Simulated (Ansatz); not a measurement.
SrHfO3 (I4/mcm, No. 140, 10 atoms in the cell; start mp-3721; a measured phase of this formula has another space group), treated with PBEsol in Ansatz (plane waves, PAW).

The run printed, among other lines:

```
Crystal: 10 atoms, lattice volume = 135.052 Å³
Basis set: ecut = 520 eV, 3655 PW (Γ), exchange–correlation on 90×90×90 points (8 copies of the dense FFT grid, shifted against one another)
Bands: 65, of which v1, the nominal top of the filled ones, is band 54 counted from 1 (53 counted from 0)
Symmetry: 16 space group operations
Space group: I4/mcm (ITA 140), of the structure as read, at distance tolerance 5.1e-5 Å
k-points: 59 of 512
Functional: x = pbesol(κ = 0.804, μ = 0.12345679012345678), c = pbesol(β = 0.046)
SCF iter   1: F=—  HF=-41564.458735 eV  |F-HF|=—  |Δ(HF+E_count)|=         —  Δρ=1.63e-2  dr2=3.10e-1
SCF iter   2: F=—  HF=-41564.387252 eV  |F-HF|=—  |Δ(HF+E_count)|=   7.15e-2  Δρ=3.38e-3  dr2=6.13e-3
  ...
SCF iter   9: F=—  HF=-41564.386324 eV  |F-HF|=—  |Δ(HF+E_count)|=   2.59e-9  Δρ=4.05e-6  dr2=1.81e-8
SCF iter  10: F=-41564.386324 eV  HF=-41564.386324 eV  |F-HF|=2.18e-11  |Δ(HF+E_count)|=   4.04e-9  Δρ=4.10e-7  dr2=1.93e-10
SCF 1 converged in 10 iterations: F = -41564.386324 eV  dr2 = 1.93e-10
SCF converged after 10 iterations
Free energy (F): -41564.386324 eV
Internal energy: -41564.386324 eV  (E = F + TS)
E sigma→0 (E₀):  -41564.386324 eV
Fermi energy:    13.011207 eV
--- Stress (GPa, compression-positive) ---
        0.000179       0.000000      -0.000000
        0.000000       0.000179      -0.000000
       -0.000000      -0.000000       0.000856
  P = ⅓ Tr σ = 0.0004 GPa (0.004 kbar)
```

Question: Write an input file that could have produced this run (the log leaves some choices open).

Answer: This is not unique; one that fits is 
Ansatz 0.2 input:
```yaml
crystal:
  lattice:
    - [-2.8572133753, 2.8572133753, 4.1357763903]
    - [2.8572133753, -2.8572133753, 4.1357763903]
    - [2.8572133753, 2.8572133753, -4.1357763903]
  atoms:
    - { symbol: Sr, position: [0.25, 0.75, 0.5] }
    - { symbol: Sr, position: [0.75, 0.25, 0.5] }
    - { symbol: Hf, position: [0.5, 0.5, 0.0] }
    - { symbol: Hf, position: [0.0, 0.0, 0.0] }
    - { symbol: O, position: [0.6925413969, 0.1925413969, 0.8850827937] }
    - { symbol: O, position: [0.3074586031, 0.8074586031, 0.1149172063] }
    - { symbol: O, position: [0.1925413969, 0.3074586031, 0.5] }
    - { symbol: O, position: [0.8074586031, 0.6925413969, 0.5] }
    - { symbol: O, position: [0.75, 0.75, 0.0] }
    - { symbol: O, position: [0.25, 0.25, 0.0] }
basis:
  ecutwfc: 520
  ecutrho_ratio: 4
  xc_grid: 2
kpoints:
  mp_grid: { grid: [8, 8, 8] }
  band_path:
    path:
      - [0.0, 0.0, 0.0]
      - [0.0, 0.0, 0.071429]
      - [0.0, 0.0, 0.142857]
      - [0.0, 0.0, 0.214286]
      - [0.0, 0.0, 0.285714]
      - [0.0, 0.0, 0.357143]
      - [0.0, 0.0, 0.428571]
      - [0.0, 0.0, 0.5]
      - [0.083333, 0.083333, 0.416667]
      - [0.166667, 0.166667, 0.333333]
      - [0.25, 0.25, 0.25]
      - [0.2, 0.3, 0.2]
      - [0.15, 0.35, 0.15]
      - [0.1, 0.4, 0.1]
      - [0.05, 0.45, 0.05]
      - [0.0, 0.5, 0.0]
      - [0.0, 0.416667, 0.0]
      - [0.0, 0.333333, 0.0]
      - [0.0, 0.25, 0.0]
      - [0.0, 0.166667, 0.0]
      - [0.0, 0.083333, 0.0]
      - [0.071429, 0.071429, -0.071429]
      - [0.142857, 0.142857, -0.142857]
      - [0.214286, 0.214286, -0.214286]
      - [0.285714, 0.285714, -0.285714]
      - [0.357143, 0.357143, -0.357143]
      - [0.428571, 0.428571, -0.428571]
      - [0.5, 0.5, -0.5]
      - [0.43466, 0.56534, -0.43466]
      - [0.369319, 0.630681, -0.369319]
      - [-0.369319, 0.369319, 0.369319]
      - [-0.323155, 0.323155, 0.323155]
      - [-0.27699, 0.27699, 0.27699]
      - [-0.230825, 0.230825, 0.230825]
      - [-0.18466, 0.18466, 0.18466]
      - [-0.138495, 0.138495, 0.138495]
      - [-0.09233, 0.09233, 0.09233]
      - [-0.046165, 0.046165, 0.046165]
      - [-0.079546, 0.079546, 0.5]
      - [-0.159093, 0.159093, 0.5]
      - [-0.238639, 0.238639, 0.5]
      - [0.5, 0.5, -0.238639]
      - [0.5, 0.5, -0.325759]
      - [0.5, 0.5, -0.41288]
    npoints: 1
hamiltonian:
  xc: pbesol
  dispersion: none
  pseudopotentials: { kind: paw }
scf:
  occupations: { method: fermi_dirac, width: 0.01 }
  convergence: { dr2_threshold: 0.000000001 }
output:
  forces: true
  stress: true
  eigenvalues: true
  write_bands: true
```

The PAW data were made under PBE.

The result took around 60 core-seconds (rough).

A start named mp-… is a Materials Project structure, which need not be a measured phase.

Ansatz is a program for electronic structure.
